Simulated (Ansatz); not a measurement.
```
CELL_PARAMETERS angstrom
      2.71021     0.00000     0.00000
     -1.35510     2.34711     0.00000
      0.00000     0.00000     2.62156
ATOMIC_POSITIONS crystal
  V  0.66667 0.33333 0.00000
  N  0.33333 0.66667 0.50000
```

The cell is a database entry relaxed within its symmetry; it need not be the phase found at ambient conditions.

Q: By how much do the lattice constants and the volume change from 300 K to 875 K (quasi-harmonic approximation, PBEsol in Ansatz, an electronic-structure program), and how far does the bulk modulus soften?

A: a by 0.41 %, c by 0.31 %, the volume by 1.12 %; B_T goes from 347 to 328 GPa. No phase change or melting is allowed for: the numbers belong to this structure as given.

The PAW data sets were generated under PBE and serve the other functionals too.
